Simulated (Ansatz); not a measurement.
Base system: IrO2 in the rutile structure (space group P4_2/mnm, No. 136; a = 4.472 Å, c = 3.154 Å). Axes: x, y, z lie along a, b, c of the conventional cell.

The values are results of Ansatz (an electronic-structure program), PBEsol, PAW, cutoff 420 eV, scalar-relativistic without spin-orbit coupling, earlier PAW set, not measurements.

Base values:

| Property | Value |
|---|---|
| Pressure | 0.0 GPa |
| Volume per atom | 10.51 Å³ |
| Band gap | zero |

Now apply this change: tensile biaxial strain of 3.80 % in the plane normal to [001], as in epitaxy on a mismatched substrate; the out-of-plane cell vector and the atoms relax.

Q: Estimate the effect on the pressure.

A: The pressure (mean of the normal stresses, compression positive) goes from zero to -10.1 GPa.

Q: What happens to the volume per atom?

A: The volume per atom rises by 0.53 Å³, from 10.51 Å³ to 11.04 Å³.

Q: Estimate the effect on the band gap.

A: The band gap stays zero.

Without a gap, meshes like the base's 11×11×15 leave anisotropic stresses uncertain by several tenths of a GPa, and small strain energies with them. No phonon test of stability was made. No Hubbard U is applied, and correlation can decide whether such a compound is a metal. All final runs are without spin polarisation.
